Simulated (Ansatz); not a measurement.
Levels about the gap of amorphous Si$_{24}$O$_{49}$Ba (74 atoms in a cell of 1129 Å³, 2.35 g/cm³; zone centre alone, so wide bands show as single levels with stretches between that a denser mesh fills), at the geometry that PBE relaxed, where it gives 0.7 GPa on a denser mesh. The participation number counts the atoms over which a state spreads; weights are charges in smoothed Voronoi cells. The levels come from a single point, so bond lengths are those of that geometry. Method of the levels: PBE, scalar-relativistic without spin-orbit coupling (Ansatz, a quantum-chemistry and plane-wave program). Sampling: the zone centre alone; Fermi-Dirac width 0.02 eV; no spin polarisation. At PBE the levels at the filled edge of the gap are localised (band-tail or defect states), and the nearest spread-out levels lie 5.4 eV apart at the zone centre.

Preparation: random packing, a CHGNet melt and quench, and a DFT relaxation. O atoms were pushed apart under 1.9 Å during the dynamics, to hinder bonds among them. The hot cell started wider than the set density and was brought back towards it in steps. It is the lowest in DFT energy of 2 quenches. It is a model cell: composition and starting density were chosen by hand, and all elements were melted together. No dispersion term was used. Its density started from a set value of 2.35 and ended at 2.35 g/cm³. Cooling (nominally 400 K/ps over its main leg) ran many orders faster than in experiment, which tends to leave more defects and strain. A cell of this size samples the disorder only roughly. The volume was held where the preparation left it and the shape relaxed, at a PBE pressure of 0.7 GPa. Stress components on the final sampling reach 0.7 GPa.

```
E - E(highest filled), eV  filling  participation number        largest on  weight O  weight Si  weight Ba
-------------------------  -------  --------------------  ----------------  --------  ---------  ---------
-1.33                       filled                  16.7   O, 2 neighbours      0.96       0.04       0.00
-1.29                       filled                  10.8   O, 2 neighbours      0.96       0.04       0.00
-1.12                       filled                   6.5   O, 2 neighbours      0.95       0.05       0.00
-0.33                       filled                   3.4   O, 2 neighbours      0.92       0.05       0.03
-0.16                       filled                   3.4   O, 2 neighbours      0.92       0.05       0.03
-0.15                       filled                   3.4   O, 2 neighbours      0.92       0.05       0.03
0.00                        filled                   3.1   O, 2 neighbours      0.94       0.05       0.01
4.04                         empty                  59.7   O, 3 neighbours      0.72       0.25       0.03
5.37                         empty                  39.4  Si, 4 neighbours      0.64       0.34       0.02
5.63                         empty                  15.2  Ba, 6 neighbours      0.59       0.19       0.22
5.71                         empty                  30.5  Ba, 6 neighbours      0.67       0.25       0.08
5.92                         empty                  33.4  Ba, 6 neighbours      0.63       0.27       0.11
6.16                         empty                  40.9  Si, 4 neighbours      0.69       0.27       0.03
6.27                         empty                  20.6  Ba, 6 neighbours      0.62       0.20       0.18
```

Most localised among these is the filled level at +0.00 eV, on a O atom, which has 2 neighbours (Si 1.57 Å, Ba 2.34 Å).
